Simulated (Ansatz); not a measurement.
The starting structures come from a database of crystals and need not be the phases stable at ambient conditions.

## Evanescent states of Al$_{4}$C$_{3}$ (R-3m, not sure to be the ambient phase, 7 atoms a cell, 11.4 Å³ an atom) along the normal of (100)

Computed with r2SCAN (plane waves, PAW; Ansatz, an electronic-structure program).

The gap is the functional's own. No spin-orbit coupling. Mid-gap values are interpolated on the energy grid.

Energies count from the valence-band top; κ is the least over a 10×2 mesh across the current.

| E (eV) | κ (1/Å) | where |
|---|---|---|
| 0.05 | 0.060 | Γ |
| 0.15 | 0.103 | Γ |
| 0.25 | 0.131 | Γ |
| 0.35 | 0.153 | Γ |
| 0.45 | 0.171 | Γ |
| 0.55 | 0.186 | Γ |
| 0.65 | 0.199 | Γ |
| 0.75 | 0.200 | off Γ |
| 0.85 | 0.193 | off Γ |
| 0.95 | 0.184 | off Γ |
| 1.05 | 0.174 | off Γ |
| 1.15 | 0.163 | off Γ |
| 1.25 | 0.150 | off Γ |
| 1.35 | 0.134 | off Γ |
| 1.45 | 0.115 | off Γ |
| 1.55 | 0.090 | off Γ |
| 1.65 | 0.052 | off Γ |

Problem. How thick must the barrier be to attenuate the transmission by 10^4 when the electrodes' Fermi level lies at 0.45 eV, and what attenuation does that film give at 0.15 eV?

Solution. d = 4 ln 10 / (2 × 0.171) = 26.9 Å. At 0.15 eV it gives 4 × 0.103/0.171 = 2.4 decades.
